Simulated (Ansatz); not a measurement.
Al: point defects

Base system: a 27-atom supercell of Al in the fcc (Cu type) structure (space group Fm-3m, No. 225; a = 4.0143 Å) at its relaxed geometry.

One neutral defect a cell, atoms relaxed at fixed cell.

All numbers come from Ansatz (a first-principles code), PBEsol, PAW, cutoff 420 eV, no SOC.

```tsv
case	pressure	largest displacement of a host atom from its site in the perfect cell
perfect supercell	0.0 GPa	–
Be on a Al site	-1.3 GPa	0.04 Å
Mg on a Al site	0.9 GPa	0.02 Å
Li interstitial (started 1.74 Å from the nearest host atom)	4.0 GPa	0.25 Å
```

In so small a cell the defect repeats every few ångströms: this is an ordered compound, not a dilute defect.
